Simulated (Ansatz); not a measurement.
Consider a periodic stack without vacuum, fcc Pt (0 0 1) on germanium (0 0 1) (film strained to the substrate, faces as cut): substrate slab Ge12, film Pt12, surface cells [[1, 0], [1, 1]] and [[0, -1], [2, 1]], film strained by +2.6 and +2.6 %, faces Ge/Ge and Pt/Pt as cut (like faces can put a slab off its formula). Its start:

```
PtGe
1.0
    4.07294     0.00000    -0.12633
    0.00000     4.07294    -0.00442
   -0.64041     2.00917    28.44135
Ge Pt
12 12
Direct
  0.82127   0.00909   0.07203
  0.29531   0.03876   0.02059
  0.43823   0.42468   0.17311
  0.91340   0.48393   0.12254
  0.98171   0.86287   0.27499
  0.46467   0.89512   0.22402
  0.48671   0.32260   0.37629
  0.97012   0.33857   0.32557
  0.03211   0.79911   0.47680
  0.50972   0.80178   0.42676
  0.60432   0.27143   0.57784
  0.08533   0.27568   0.52713
  0.14773   0.71181   0.69872
  0.64726   0.21171   0.69820
  0.62341   0.74641   0.62868
  0.12357   0.24583   0.62967
  0.20092   0.63928   0.83269
  0.70128   0.13908   0.83268
  0.67235   0.67659   0.76544
  0.17281   0.17645   0.76538
  0.26964   0.56471   0.96955
  0.77312   0.06639   0.96894
  0.73256   0.60248   0.89943
  0.23354   0.10213   0.89995
```

The start was prepared with a machine-learned potential, and the result is one local minimum, with the in-plane cell held and forces under 0.04 eV/Å; the film can end far from its bulk form.

Method: PBE (plane waves to 420 eV, PAW; Ansatz, a quantum-chemistry and plane-wave program). Spin–orbit coupling is left out; the runs are not spin-polarised; PBE gaps are too small against experiment. Its k-point mesh 8×8×1, Fermi–Dirac width 0.05 eV.

Problem. Predict the relaxed interface.

Solution. 
* **interface area**: 16.6 Å²
* **period**: 28.79 Å
* **gaps between the outermost planes at the two interfaces**: 1.47 and 1.47 Å
* **Ge–Pt contacts across the interfaces within 1.22 times the sum of covalent radii**: 8, mean 2.54 Å
